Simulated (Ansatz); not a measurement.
## What pressure 0.7 GPa does to C

Start from C in the graphite type structure (space group P6_3/mmc, No. 194; a = 2.458 Å, c = 6.563 Å; layered, stacked along the Cartesian z axis).

Perturbation: a hydrostatic pressure of 0.7 GPa.

Computed with PBEsol-D3(BJ) (Ansatz, an electronic-structure program), no SOC. Γ-centred 15×15×5 mesh, Fermi–Dirac width 0.05 eV.

* **Volume per atom**: 8.43 Å³ (base 8.59 Å³)
* **Density**: 2.37 g/cm³ (base 2.32 g/cm³)
* **Lattice parameter a**: 2.457 Å (base 2.458 Å)
* **c/a ratio**: 2.626 (base 2.670)
* **Shortest interatomic distance**: 1.419 Å (base 1.419 Å)
* **Enthalpy H = E + PV relative to the base's energy**: +0.04 eV/atom
* **Band gap**: zero (base zero)

A case with no gap was solved on a k-mesh chosen for an insulator, which is coarse for it. Load acts through the strain it causes; cell and atoms are relaxed under it. Whether these cells are dynamically stable was not tested.
